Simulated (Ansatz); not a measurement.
Hypothetical I-43d Si3P4, pressure series

Take Si3P4 (space group I-43d, No. 220; a hypothetical phase, not in the database extracts checked) as the base.

```yaml
crystal:
  lattice:
    - [-3.97788, 3.97788, 3.97788]
    - [3.97788, -3.97788, 3.97788]
    - [3.97788, 3.97788, -3.97788]
  atoms:
    - { symbol: Si, position: [0.25000, 0.62500, 0.37500] }
    - { symbol: Si, position: [0.75000, 0.87500, 0.12500] }
    - { symbol: Si, position: [0.37500, 0.25000, 0.62500] }
    - { symbol: Si, position: [0.12500, 0.75000, 0.87500] }
    - { symbol: Si, position: [0.62500, 0.37500, 0.25000] }
    - { symbol: Si, position: [0.87500, 0.12500, 0.75000] }
    - { symbol: P, position: [0.02084, 0.02084, 0.02084] }
    - { symbol: P, position: [0.50000, 0.00000, 0.47916] }
    - { symbol: P, position: [0.00000, 0.47916, 0.50000] }
    - { symbol: P, position: [0.47916, 0.50000, 0.00000] }
    - { symbol: P, position: [0.52084, 0.52084, 0.52084] }
    - { symbol: P, position: [0.50000, 0.00000, 0.97916] }
    - { symbol: P, position: [0.97916, 0.50000, 0.00000] }
    - { symbol: P, position: [0.00000, 0.97916, 0.50000] }
```

Cell and atoms are relaxed at each pressure.

Computed with Ansatz (a quantum-chemistry and plane-wave program) PBEsol, no spin-orbit coupling.

Notes on the quantities. enthalpy: H = E + PV relative to the base's energy.

| change | volume per atom | enthalpy |
|---|---|---|
| base | 17.98 Å³ | – |
| pressure −2 GPa | 18.61 Å³ | -0.23 eV/atom |
| pressure −1 GPa | 18.29 Å³ | -0.11 eV/atom |
| pressure 0.3 GPa | 17.90 Å³ | +0.03 eV/atom |
| pressure 0.7 GPa | 17.79 Å³ | +0.08 eV/atom |
| pressure 1.5 GPa | 17.56 Å³ | +0.17 eV/atom |
| pressure 3 GPa | 17.16 Å³ | +0.33 eV/atom |
| pressure 5 GPa | 16.60 Å³ | +0.54 eV/atom |
| pressure 7.5 GPa | 15.40 Å³ | +0.79 eV/atom |
| pressure 10 GPa | 14.55 Å³ | +1.02 eV/atom |

Load acts through the strain it causes; cell and atoms are relaxed under it. No phonon test of stability was made. No other phases were tried under pressure. All final runs are without spin polarisation.
